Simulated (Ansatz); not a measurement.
Consider the following.

```yaml
crystal:
  lattice:
    - [0.00000, 2.69351, 2.74306]
    - [2.69351, 0.00000, 2.74306]
    - [2.69351, 2.69351, 0.00000]
  atoms:
    - { symbol: Si, position: [0.25000, 0.25000, 0.25000] }
    - { symbol: Si, position: [0.00000, 0.00000, 0.00000] }
```

The numbers are results of r2SCAN with spin-orbit coupling, rigid bands (plane waves, PAW; Ansatz, an electronic-structure program), not measurements. Condition of this run: biaxial stress xx = yy = 2 GPa (compression positive) (the target of the relaxation). Geometry: cell and atoms relaxed with r2SCAN, then loaded as said.

Question: What conductivity effective mass do dilute holes have at 300 K?

Answer: 0.30 (x), 0.30 (y), 0.32 (z) mₑ.

Question: Predict the electron conductivity mass (n e² τ/σ) at 300 K, by direction if it differs.

Answer: 0.34 (x), 0.34 (y), 0.21 (z) mₑ.

Question: And the band gap?

Answer: 0.63 eV at this level; semilocal functionals usually fall short of the measured gap.

Rigid bands, one relaxation time for all states, no polarons.
